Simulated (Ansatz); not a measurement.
CsCl-type CuZn, treated with PBEsol (Ansatz, an electronic-structure program, PAW).

Numerical settings: plane-wave cutoff 520 eV, 18×18×18 k mesh, Fermi–Dirac smearing 0.05 eV, no spin polarisation, scalar-relativistic PAW data made under PBE.

Pressure at four volumes; x = ln(V/12.303 Å³). One pressure is withheld.

```
V (Å³/atom)        x  P (GPa)
-----------  -------  -------
11.565       -0.0619     9.87
12.303        0.0000     0.00
12.796        0.0393    -4.87
13.042        0.0583        ?
```

Task: Pass a parabola P(x) through the three rows shown, estimate the bulk modulus and its pressure derivative near zero pressure, and predict the withheld pressure.

Result: Slopes between the rows: (0.00 − (9.87))/(0.0000 − (-0.0619)) = -159.45 and (-4.87 − (0.00))/(0.0393 − (0.0000)) = -123.92 GPa. Their difference over the span 0.1012 is c = 35.53/0.1012 = 351.1 GPa, so P(x) = 9.87 + (-159.45)(x − (-0.0619)) + 351.1 (x − (-0.0619))(x − (0.0000)). At the middle row B = −dP/dx = −[-159.45 + 351.1 × 0.0619] = 137.7 GPa, and B′ = dB/dP = 2c/B = 5.1. At x = 0.0583 the parabola gives -6.84 GPa; the run gives -6.90 GPa. The Birch–Murnaghan fit to the energies at all volumes has B0 = 137 GPa and B′ = 5.0.

Measured, for comparison: bulk modulus 116 GPa (temperature not stated, not corrected to a static lattice; as tabulated in Nepal et al. (2020), arXiv:2007.11150). Computed less measured: bulk modulus +18 %.
